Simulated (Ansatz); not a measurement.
Reference: NaCl (Fm-3m), PBEsol, rigid bands (plane waves, PAW, scalar-relativistic; Ansatz, a first-principles code); axes and stresses refer to this cell.

```xyz
2
Lattice="0.0000 2.8010 2.8010 2.8010 0.0000 2.8010 2.8010 2.8010 0.0000" Properties=species:S:1:pos:R:3 pbc="T T T"
Na     0.0000     0.0000     0.0000
Cl     2.8010     2.8010     2.8010
```

- electron conductivity mass = 0.40 mₑ
- Seebeck coefficient, p-type 1e19 cm⁻³ = 551 μV/K
- band gap = 5.01 eV

Problem. Change: functional PBE, cell relaxed with it. What happens to electron conductivity mass, Seebeck coefficient, p-type 1e19 cm⁻³, band gap?

Solution. electron conductivity mass goes up to 0.41 mₑ; Seebeck coefficient, p-type 1e19 cm⁻³ moves little, to 564 μV/K; band gap moves little, to 5.00 eV.

Problem. Change: functional r2SCAN on the same cell. What happens to electron conductivity mass, Seebeck coefficient, p-type 1e19 cm⁻³, band gap?

Solution. electron conductivity mass goes up to 0.41 mₑ; Seebeck coefficient, p-type 1e19 cm⁻³ moves little, to 550 μV/K; band gap increases to 5.98 eV.

Masses are for dilute carriers at 300 K, harmonic means over directions unless an axis is named. Seebeck coefficients are for the stated density at 300 K, with one relaxation time for all states and whether or not that doping can be reached. Spin-orbit coupling is left out unless a row names it.
